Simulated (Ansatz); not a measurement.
An Ansatz (a program for electronic structure) input (Ansatz LDA, scalar-relativistic without spin-orbit coupling):

Ansatz 0.2 input:
```yaml
crystal:
  lattice:
    - [3.159492293, 0, 0]
    - [-1.5797461465, 2.7362005887, 0]
    - [0, 0, 5.118303699]
  atoms:
    - { symbol: Zr, position: [0.6666666667, 0.3333333333, 0.75] }
    - { symbol: Zr, position: [0.3333333333, 0.6666666667, 0.25] }
basis: { ecutwfc: 420, ecutrho_ratio: 4, xc_grid: 2, fft_grid_basis: typed }
kpoints: { mp_grid: { grid: [21, 21, 12] } }
hamiltonian:
  xc: lda
  dispersion: none
  pseudopotentials: { kind: paw }
scf: { occupations: { method: fermi_dirac, width: 0.1 }, convergence: { dr2_threshold: 0.0000000002 } }
relax: { f_tol: 0.005, max_steps: 50 }
output: { forces: true, stress: true }
checkpoint: { write: state.ck, write_every: 1000 }
```

### Question
Which symmetry and how many k-points will the program report, and about how many plane waves at Γ?

### Answer
Space group P63/mmc (ITA 194) with 24 operations, k-points 336 of 5292, and 845 plane waves at Γ.

### Question
And the final pressure?

### Answer
-1.51 GPa (compression positive).

The cells carry an imposed strain or load. No phonon test of stability was made. All final runs are without spin polarisation. The cell was made from Zr in the hcp (Mg type) structure (space group P6_3/mmc, No. 194) by this change: isotropic strain +0.50 %.
